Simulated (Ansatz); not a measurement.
A user runs Ansatz (a first-principles code) on LiIn (Fd-3m, 4 atoms in the cell) and asks whether the run is sound. The aim is a self-consistent single point with DFT, PBEsol, plane waves, default PAW files made with PBE.

Cell that was meant: a = 4.8805 Å, b = 4.8805 Å, c = 4.8805 Å, α = 60.00°, β = 60.00°, γ = 60.00°.

Part of the input:

Ansatz 0.2 input:
```yaml
    kind: paw
scf:
  occupations:
    method: fixed
output:
  forces: true
  eigenvalues: true
```

Log, with long lists cut:

```
WARN basis.ecutwfc = 420 eV, the default
WARN ansatz: RAYON_NUM_THREADS=1 ignored (pool sized by the plan → 1); use --threads N
   [... lines left out ...]
k-points: 56 of 1331
PAW frozen core: In, regenerated for the run's functional, and the local potential with it
Initial density: superposition of atomic densities (neutral atoms: chi_scale 0, normalization atom), corrected by the library's trained network
Initial wavefunctions: pseudopotential atomic-orbital guess
Eigensolver: davidson
Functional: x = pbesol(κ = 0.804, μ = 0.12345679012345678), c = pbesol(β = 0.046)
SCF iter   1: F=—  HF=-11457.968408 eV  |F-HF|=—  |Δ(HF+E_count)|=         —  Δρ=3.00e-3  dr2=3.75e-3  ethr=1.77e-3  ⟨swp⟩=4.5  Hψ=4724  notcnv=0  defer=102
all-band conjugate gradients solve this SCF's bands
   [... lines left out ...]
WARN: the bands overlap at the fill by count (16 filled at each k-point of a channel) …
SCF 1 converged in 6 iterations: F = -11457.964411 eV  dr2 = 1.20e-8
Free energy (F): -11457.964411 eV
Internal energy: -11457.964411 eV  (E = F + TS)
E sigma→0 (E₀):  -11457.964411 eV
Fermi energy:    8.503816 eV
--- Forces (eV/Å), atoms counted from 1 ---
  atom   1  In     0.00000000     0.00000000     0.00000000
   [... zero for the other atoms too ...]
--- Stress (GPa, compression-positive) ---
       -2.041588      -0.000000      -0.000000
        0.000000      -2.041588      -0.000000
        0.000000       0.000000      -2.041588
  P = ⅓ Tr σ = -2.0416 GPa (-20.416 kbar)
  The stress holds the Pulay correction. Without it, at fixed plane waves, as pw.x and ABINIT print it: P = -2.0637 GPa
```

Task: Can these results be used? Check the input.

Result: The run is not sound. The fault is fixed (insulator-type) occupations in a metal. Fixed occupations assume a gap. Where bands overlap, the filling has to be decided k-point by k-point from a Fermi level. To fix it, use a smearing (or tetrahedra) with enough empty bands. The run converged in 6 iterations without an error; against the sound input the free energy rises by 7.9 meV/atom and the pressure goes from -1.81 to -2.04 GPa. The full log also holds (shortened here): “WARN: iter 1: σ=0 fill of 16 bands saw a band overlap (occupied 8.5001 eV > unoccupied 7.7078 eV) — on an unconverged iterate often a transient of an (band_overlap_at_count)”.

An input that runs soundly differs in these lines (not the only fix; some lines may just follow from the change or write a value another way):
```diff
-    method: fixed
+    method: methfessel_paxton
+    width: 0.1
```

With that input, the run converged in 7 iterations: free energy E − TS (on the zero of these files) -11457.9962 eV; Fermi level (on the code's own zero) 7.81 eV; pressure -1.81 GPa (DFT, PBEsol, plane waves, default PAW files made with PBE).

On the sound input: the starting cell comes from a database of published, mostly measured structures (it also holds non-ambient and calculated ones), without a prior relaxation at this level. Its lattice was rescaled by a random factor within 2.5 % of one. Ansatz's pressure includes its estimate of the finite-basis (Pulay) stress.
